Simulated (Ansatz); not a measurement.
# Ti: pressure −2 GPa

Base system: Ti in the hcp (Mg type) structure (space group P6_3/mmc, No. 194; a = 2.9009 Å, c = 4.5906 Å).

Now apply this change: a negative pressure, −2 GPa.

Computed with PBEsol/PAW in Ansatz (a first-principles code), scalar-relativistic without spin-orbit coupling. k-mesh 18×18×10 (Γ-centred); smearing 0.05 eV (Fermi–Dirac).

Volume per atom: 17.02 Å³ (base 16.73 Å³)
Density: 4.67 g/cm³ (base 4.75 g/cm³)
Lattice parameter a: 2.918 Å (base 2.901 Å)
c/a ratio: 1.581 (base 1.582)
Shortest interatomic distance: 2.857 Å (base 2.841 Å)
Enthalpy H = E + PV relative to the base's energy: -0.21 eV/atom
Band gap: zero (base zero)

Load acts through the strain it causes; cell and atoms are relaxed under it. Whether these cells are dynamically stable was not tested. The final runs are not spin-polarised.
